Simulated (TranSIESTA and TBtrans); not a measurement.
Junction: 2,5-dimethyl-1,4-phenylene held by thiolate S between the apex atoms of two Al(100) rods. Leads: fcc Al rod along [100], layers of 5 and 4 atoms, a = 4.04 Å. Geometry: as built, not relaxed. Transport runs along z; the first 18 and the last 18 of the 87 atoms are the lead cells, repeated to infinity.

```xyz
87
Lattice="14.362 0.000 0.000 0.000 14.362 0.000 0.000 0.000 40.343" Properties=species:S:1:pos:R:3 pbc="F F T"
Al     7.181     7.181     0.000
Al    10.038     7.181     0.000
Al     7.181    10.038     0.000
Al     4.324     7.181     0.000
Al     7.181     4.324     0.000
Al     8.609     8.609     2.020
Al     5.753     8.609     2.020
Al     8.609     5.753     2.020
Al     5.753     5.753     2.020
Al     7.181     7.181     4.040
Al    10.038     7.181     4.040
Al     7.181    10.038     4.040
Al     4.324     7.181     4.040
Al     7.181     4.324     4.040
Al     8.609     8.609     6.060
Al     5.753     8.609     6.060
Al     8.609     5.753     6.060
Al     5.753     5.753     6.060
Al     7.181     7.181     8.080
Al    10.038     7.181     8.080
Al     7.181    10.038     8.080
Al     4.324     7.181     8.080
Al     7.181     4.324     8.080
Al     8.609     8.609    10.100
Al     5.753     8.609    10.100
Al     8.609     5.753    10.100
Al     5.753     5.753    10.100
Al     7.181     7.181    12.120
Al    10.038     7.181    12.120
Al     7.181    10.038    12.120
Al     4.324     7.181    12.120
Al     7.181     4.324    12.120
Al     8.609     8.609    14.140
Al     5.753     8.609    14.140
Al     8.609     5.753    14.140
Al     5.753     5.753    14.140
Al     7.181     7.181    16.160
S      5.716     6.077    17.548
C      6.525     6.716    19.020
C      7.569     5.974    19.585
C      8.233     6.428    20.735
C      9.352     5.612    21.322
C      7.838     7.647    21.322
S      8.646     8.285    22.795
C      6.794     8.388    20.758
C      6.129     7.934    19.608
C      5.010     8.750    19.020
H      7.862     5.039    19.122
H      9.536     4.686    20.737
H     10.288     6.208    21.329
H      9.095     5.318    22.362
H      6.500     9.323    21.221
H      5.267     9.044    17.981
H      4.826     9.676    19.606
H      4.074     8.154    19.013
Al     7.181     7.181    24.183
Al     8.609     8.609    26.203
Al     5.753     8.609    26.203
Al     8.609     5.753    26.203
Al     5.753     5.753    26.203
Al     7.181     7.181    28.223
Al    10.038     7.181    28.223
Al     7.181    10.038    28.223
Al     4.324     7.181    28.223
Al     7.181     4.324    28.223
Al     8.609     8.609    30.243
Al     5.753     8.609    30.243
Al     8.609     5.753    30.243
Al     5.753     5.753    30.243
Al     7.181     7.181    32.263
Al    10.038     7.181    32.263
Al     7.181    10.038    32.263
Al     4.324     7.181    32.263
Al     7.181     4.324    32.263
Al     8.609     8.609    34.283
Al     5.753     8.609    34.283
Al     8.609     5.753    34.283
Al     5.753     5.753    34.283
Al     7.181     7.181    36.303
Al    10.038     7.181    36.303
Al     7.181    10.038    36.303
Al     4.324     7.181    36.303
Al     7.181     4.324    36.303
Al     8.609     8.609    38.323
Al     5.753     8.609    38.323
Al     8.609     5.753    38.323
Al     5.753     5.753    38.323
```

Run with TranSIESTA and TBtrans (open boundaries, self-consistent; PseudoDojo norm-conserving potentials, scalar-relativistic): PAO.BasisSize SZP, PAO.EnergyShift 0.15 eV, XC.Authors PBE, Mesh.Cutoff 150 Ry, ElectronicTemperature 300 K, TBT.Elecs.Eta 0.001 eV, no spin polarisation.

Give the current of both spins against bias, self-consistently and from the zero-bias transmission integrated over the bias window.


```json
[
 {"V (V)": "0.3", "I self-consistent (μA)": "0.156", "I from the zero-bias T(E) (μA)": "0.188"},
 {"V (V)": "0.6", "I self-consistent (μA)": "0.455", "I from the zero-bias T(E) (μA)": "0.501"},
 {"V (V)": "0.9", "I self-consistent (μA)": "0.830", "I from the zero-bias T(E) (μA)": "0.981"},
 {"V (V)": "1.2", "I self-consistent (μA)": "1.19", "I from the zero-bias T(E) (μA)": "1.81"}
]
```

Positive bias raises the left lead's chemical potential. The energy step is 0.02 eV; narrower resonances are cut or missed.

The leads' channel count changes near 0.03 eV, within the thermal window, so values at the Fermi level hang on where that band edge falls. Semilocal functionals put molecular levels too close to the Fermi level and tend to overestimate such conductances.
